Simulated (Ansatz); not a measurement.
The reference is SiO₂ (space group P4_12_12, No. 92; a = 5.085 Å, c = 7.100 Å).

Level of theory: Kohn–Sham DFT with the PBE functional, run in Ansatz (a quantum-chemistry and plane-wave program) with PAW and 420 eV plane waves, no SOC.

One change was made to it. Results:

```json
[
 {"quantity": "electron mass", "base": "0.54 mₑ (at Γ)", "after": "0.47 mₑ (at Γ)"},
 {"quantity": "band gap", "base": "5.51 eV", "after": "5.90 eV"},
 {"quantity": "gap character", "base": "direct at Γ", "after": "direct at Γ"}
]
```

Which change produced these results?
(A) pressure 3 GPa
(B) pressure 10 GPa
(C) pressure 0.3 GPa
(D) pressure −2 GPa

B, pressure 10 GPa. For comparison, the band gap in the other runs: pressure 3 GPa gives 5.72 eV; pressure 0.3 GPa gives 5.54 eV; pressure −2 GPa gives 5.31 eV.

Load acts through the strain it causes; cell and atoms are relaxed under it. Effective masses come from finite differences of ±0.01 Å⁻¹. Stability against distortions was not tested. Competing high-pressure phases were not computed.
